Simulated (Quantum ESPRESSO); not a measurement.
Quantum ESPRESSO is run on Mg5Zn (R32, 6 atoms in the cell), and the run fails. The aim is a self-consistent single point with DFT, PBEsol, plane waves, PseudoDojo standard norm-conserving (PBESOL) pseudopotentials.

Input as run:

```fortran
&control
    calculation = 'scf'
    prefix = 'run'
    outdir = './out'
    pseudo_dir = './'
    tprnfor = .true.
    tstress = .true.
/
&system
    ibrav = 5
    A = 5.8983615563
    cosAB = 0.590263058193
    nat = 6
    ntyp = 2
    ecutwfc = 85
    occupations = 'smearing'
    smearing = 'marzari-vanderbilt'
    degauss = 0.0147
&electrons
    conv_thr = 1e-10
/
ATOMIC_SPECIES
Mg    24.3050  Mg.upf
Zn    65.3800  Zn.upf
ATOMIC_POSITIONS angstrom
Mg   -0.8554380609   -1.5413750538    5.0286500000
Mg    1.7625889838    0.0298564348    5.0286500000
Mg   -0.9071509229    1.5115186190    5.0286500000
Mg    0.0000000000    0.0000000000   12.5710617912
Mg    0.0000000000    0.0000000000    2.5148882088
Zn    0.0000000000    0.0000000000    7.5429750000
K_POINTS automatic
5 5 5  1 1 1
```

Log, with long lists cut:

```
     This program is part of the open-source Quantum ESPRESSO suite
     for quantum simulation of materials; please cite

 %%%%%%%%%%%%%%%%%%%%%%%%%%%%%%%%%%%%%%%%%%%%%%%%%%%%%%%%%%%%%%%%%%%%%%%%%%%%%%
     Error in routine  read_namelists (1):
      bad line in namelist &system: "&electrons" (error could be in the previous line)
 %%%%%%%%%%%%%%%%%%%%%%%%%%%%%%%%%%%%%%%%%%%%%%%%%%%%%%%%%%%%%%%%%%%%%%%%%%%%%%

     stopping ...
```

### Question
Read the log: what does the program object to, and what is the fix?

### Answer
The fault is a namelist without its closing slash. The reader runs on into the next namelist. To fix it, close the namelist. The program stopped before any SCF iteration.

The sound input it was made from differs as follows (other fixes are possible):
```diff
+/
```

With that input, the run converged in 10 iterations: free energy E − TS -13753.7650 eV; Fermi level (on the code's own zero) 7.03 eV; pressure -0.07 GPa; largest force (vector length) 0.045 eV/Å (DFT, PBEsol, plane waves, PseudoDojo standard norm-conserving (PBESOL) pseudopotentials).

On the sound input: the starting cell comes from a database of computed structures (which also holds hypothetical and non-ambient phases and stackings), without a prior relaxation at this level.
